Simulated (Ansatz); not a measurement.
Consider the formation energy of ZnSe (zinc blende, F-43m) from the elements. Reaction: Se (P3₁21) + Zn (hcp) → ZnSe (zinc blende). A negative value means that the right-hand side lies lower. The value is per atom of the solid.

ZnSe (zinc blende, F-43m), 2 atoms in the cell. Conventional cell: a = 5.655 Å, b = 5.655 Å, c = 5.655 Å, α = 90.00°, β = 90.00°, γ = 90.00°.

Setting: static, neutral cells in Ansatz (PAW) whose structures rest at the PBE+D3(BJ) level. Ansatz (a first-principles code) runs with its default PAW set. Other levels take these structures. HSE06 runs on coarser k-point meshes, mended by the PBE difference between the two meshes. Some cells are metallic or hold partly filled levels, where a hybrid on a coarse mesh is less sure. The lattices are those relaxed with PBE+D3(BJ), so at other levels the solids can be strained, which adds to the spread. A dispersion term (D3(BJ), or D4 for r2SCAN) was computed beside these levels and is taken off wherever the name lacks it. The PAW files were made for PBE and serve at the other functionals too. Space groups of crystals are read within 0.01 Å.

Measured enthalpy at 298 K, from tabulated formation enthalpies: -0.85 eV/atom (as tabulated in Zhang and co-workers, 2018, doi:10.1038/s41524-018-0065-z). It holds thermal and zero-point parts that the computed values lack, which would shift all levels alike, taken here as about 0.04 eV/atom at most.

### Question
How far does each level (PBE, LDA, PBEsol, RPBE, r2SCAN, HSE06) fall from the measured value, and which comes closest?

### Answer
```csv
Method,computed (eV/atom),computed less measured
r2SCAN,-0.87,-0.02
HSE06,-0.92,-0.07
RPBE,-0.77,0.08
PBE,-0.73,0.12
LDA,-0.67,0.18
PBEsol,-0.67,0.18
```

r2SCAN comes closest as the numbers stand, but a common shift within 0.04 eV/atom could hand that to RPBE; PBEsol misses by 0.18 eV/atom.
